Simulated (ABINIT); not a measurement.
# How far to go with the k-point mesh: Au (Fm-3m, 1 atom in the cell)

```xyz
1
Lattice="0.0000 2.0339 2.0339 2.0339 0.0000 2.0339 2.0339 2.0339 0.0000" Properties=species:S:1:pos:R:3 pbc="T T T"
Au     0.0000     0.0000     0.0000
```

Level of theory: PBEsol, norm-conserving pseudopotentials (PseudoDojo nc-sr-04 PBEsol standard) (plane waves; ABINIT).

Base settings: pseudos = [Au.upf]; ecut = 38 Ha; ixc = -116133; occopt = 3; tsmear = 0.00367493 Ha; ngkpt = 8 8 8; nshiftk = 1; shiftk = 0 0 0; potentials = PseudoDojo nc-sr-04 PBEsol standard; nband = 15.

Only quantities that move along the ladder and can be compared are tabulated.

The count of work is k-points × plane waves × bands × iterations; it is no time. Core times come from one kind of shared machine, to one figure; runs under 30 s give none.

The starting cell has typed, rounded lattice constants, without a prior relaxation at this level. Its lattice was rescaled by up to half a per cent.

Steps (ngkpt): 2 2 2; 3 3 3; 4 4 4; 5 5 5; 6 6 6; 7 7 7; 8 8 8; 9 9 9; 10 10 10; 11 11 11; 12 12 12; 16 16 16; 18 18 18; 22 22 22; 27 27 27.

Problem. What is the coarsest ngkpt that holds the pressure within 0.5 GPa of the last step, with all finer ones?

Solution. 9 9 9, at 0.055 of the last step's count of work; the step before is off by 0.96 GPa.

Problem. What is the coarsest ngkpt that holds the free energy within 2 meV/atom of the last step, with all finer ones?

Solution. 16 16 16, at 0.26 of the last step's count of work and about 0.2 of the last step's time; the step before is off by 6.8 meV/atom.

```csv
ngkpt,free energy less the last step's (meV/atom),pressure (GPa),count of work / last,core time / last (rough)
2 2 2,3432.73,49.88,0.0033,–
3 3 3,-423.99,-4.29,0.0070,–
4 4 4,209.15,4.33,0.012,–
5 5 5,-112.99,0.50,0.016,–
6 6 6,66.81,3.04,0.025,–
7 7 7,-50.54,1.27,0.031,–
8 8 8,35.77,2.53,0.045,–
9 9 9,-21.24,1.47,0.055,–
10 10 10,18.17,1.97,0.084,–
11 11 11,-7.31,1.46,0.088,–
12 12 12,6.83,1.64,0.11,–
16 16 16,-0.18,1.64,0.26,0.2
18 18 18,-0.57,1.65,0.31,0.3
22 22 22,-0.63,1.59,0.59,0.4
27 27 27,0.00,1.58,1.0,1
```
